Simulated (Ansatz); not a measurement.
System: Al2O3 (R-3, No. 148, 10 atoms in the cell; start mp-754624; a measured phase of this formula has another space group). Method: r²SCAN (plane waves, PAW; Ansatz, a quantum-chemistry and plane-wave program).

Input:

Ansatz 0.2 input:
```yaml
crystal:
  lattice:
    - [2.4072040674, 1.3897999163, 4.4816709712]
    - [-2.4072040674, 1.3897999163, 4.4816709712]
    - [0.0, -2.7795998326, 4.4816709712]
  atoms:
    - { symbol: Al, position: [0.0, 0.0, 0.0] }
    - { symbol: Al, position: [0.5, 0.5, 0.5] }
    - { symbol: Al, position: [0.306718896, 0.306718896, 0.306718896] }
    - { symbol: Al, position: [0.693281104, 0.693281104, 0.693281104] }
    - { symbol: O, position: [0.2791860465, 0.8916259906, 0.6042853857] }
    - { symbol: O, position: [0.7208139535, 0.1083740094, 0.3957146143] }
    - { symbol: O, position: [0.8916259906, 0.6042853857, 0.2791860465] }
    - { symbol: O, position: [0.1083740094, 0.3957146143, 0.7208139535] }
    - { symbol: O, position: [0.6042853857, 0.2791860465, 0.8916259906] }
    - { symbol: O, position: [0.3957146143, 0.7208139535, 0.1083740094] }
basis:
  ecutwfc: 560
  ecutrho_ratio: 4
  xc_grid: 3
kpoints:
  mp_grid: { grid: [8, 8, 8] }
  band_path:
    path:
      - [0.0, 0.0, 0.0]
      - [-0.083333, -0.083333, -0.083333]
      - [-0.166667, -0.166667, -0.166667]
      - [-0.25, -0.25, -0.25]
      - [-0.333333, -0.333333, -0.333333]
      - [-0.416667, -0.416667, -0.416667]
      - [-0.5, -0.5, -0.5]
      - [-0.5, -0.45513, -0.54487]
      - [-0.5, -0.410259, -0.589741]
      - [-0.5, -0.365389, -0.634611]
      - [-0.5, -0.320519, -0.679481]
      - [-0.5, -0.275648, -0.724352]
      - [-0.5, -0.230778, -0.769222]
      - [-0.230778, 0.230778, -0.5]
      - [-0.184622, 0.184622, -0.5]
      - [-0.138467, 0.138467, -0.5]
      - [-0.092311, 0.092311, -0.5]
      - [-0.046156, 0.046156, -0.5]
      - [0.0, 0.0, -0.5]
      - [0.0, 0.0, -0.428571]
      - [0.0, 0.0, -0.357143]
      - [0.0, 0.0, -0.285714]
      - [0.0, 0.0, -0.214286]
      - [0.0, 0.0, -0.142857]
      - [0.0, 0.0, -0.071429]
      - [0.0, 0.040599, -0.040599]
      - [0.0, 0.081198, -0.081198]
      - [0.0, 0.121796, -0.121796]
      - [0.0, 0.162395, -0.162395]
      - [0.0, 0.202994, -0.202994]
      - [0.0, 0.243593, -0.243593]
      - [0.0, 0.284191, -0.284191]
      - [0.0, 0.32479, -0.32479]
      - [0.0, 0.365389, -0.365389]
      - [-0.365389, 0.0, -0.634611]
      - [-0.432694, 0.0, -0.567306]
      - [-0.5, 0.0, -0.5]
      - [-0.4375, 0.0, -0.4375]
      - [-0.375, 0.0, -0.375]
      - [-0.3125, 0.0, -0.3125]
      - [-0.25, 0.0, -0.25]
      - [-0.1875, 0.0, -0.1875]
      - [-0.125, 0.0, -0.125]
      - [-0.0625, 0.0, -0.0625]
    npoints: 1
hamiltonian:
  xc: r2scan
  dispersion: none
  pseudopotentials: { kind: paw }
scf:
  occupations: { method: fermi_dirac, width: 0.01 }
  convergence: { dr2_threshold: 0.000000001 }
output:
  forces: true
  stress: true
  eigenvalues: true
  write_bands: true
```

Task: How many irreducible k-points, plane waves at Γ does the program set up, and what pressure does the run end with?

Result: 90 irreducible k-points, 2699 plane waves at Γ; P = -2.12 GPa, so the cell is stretched on average and its volume would shrink at this level.

Excerpt of the program's output:

```
Crystal: 10 atoms, lattice volume = 89.961 Å³
Basis set: ecut = 560 eV, 2699 PW (Γ), exchange–correlation on 135×135×135 points (27 copies of the dense FFT grid, shifted against one another)
Bands: 34, of which v1, the nominal top of the filled ones, is band 24 counted from 1 (23 counted from 0)
Symmetry: 6 space group operations
Space group: R-3 (ITA 148), of the structure as read, at distance tolerance 4.5e-5 Å
k-points: 90 of 512
Functional: x = r2scan, c = r2scan; τ floored in thin density (d = 2e-4 eV/Å³)
SCF iter   1: F=—  HF=-5589.309144 eV  |F-HF|=—  |Δ(HF+E_count)|=         —  Δρ=8.25e-3  dr2=5.84e-2  dr2_τ=6.16e-1
SCF iter   2: F=—  HF=-5589.847520 eV  |F-HF|=—  |Δ(HF+E_count)|=   5.38e-1  Δρ=5.93e-3  dr2=2.50e-2  dr2_τ=9.75e-4
  ...
SCF iter   7: F=—  HF=-5589.843838 eV  |F-HF|=—  |Δ(HF+E_count)|=   9.37e-5  Δρ=7.73e-6  dr2=5.91e-8  dr2_τ=1.52e-9
SCF iter   8: F=-5589.843838 eV  HF=-5589.843838 eV  |F-HF|=1.09e-11  |Δ(HF+E_count)|=   1.45e-8  Δρ=5.54e-7  dr2=1.59e-10  dr2_τ=2.88e-11
SCF 1 converged in 8 iterations: F = -5589.843838 eV  dr2 = 1.59e-10
SCF converged after 8 iterations
Free energy (F): -5589.843838 eV
Internal energy: -5589.843838 eV  (E = F + TS)
E sigma→0 (E₀):  -5589.843838 eV
Fermi energy:    9.838412 eV
--- Forces (eV/Å), atoms counted from 1 ---
  atom   1  Al     0.00000000     0.00000000    -0.00000000
  atom   2  Al    -0.00000000     0.00000000    -0.00000000
  atom   3  Al     0.00000000     0.00000000    -0.01260520
  atom   4  Al    -0.00000000    -0.00000000     0.01260520
  atom   5  O     -0.02186682     0.07524825     0.11339660
  atom   6  O      0.02186682    -0.07524825    -0.11339660
  atom   7  O      0.07610030    -0.01868690     0.11339660
  atom   8  O     -0.07610030     0.01868690    -0.11339660
  atom   9  O     -0.05423348    -0.05656134     0.11339660
  atom  10  O      0.05423348     0.05656134    -0.11339660
--- Stress (GPa, compression-positive) ---
       -2.120634      -0.000012      -0.000000
        0.000012      -2.120634       0.000000
       -0.000000       0.000000      -2.119362
  P = ⅓ Tr σ = -2.1202 GPa (-21.202 kbar)
```

The PAW data were made under PBE.

Note: cell and atoms aren't relaxed at this level (largest force component 0.11 eV/Å, pressure -2.1 GPa).

A start named mp-… is a Materials Project structure, which need not be a measured phase.
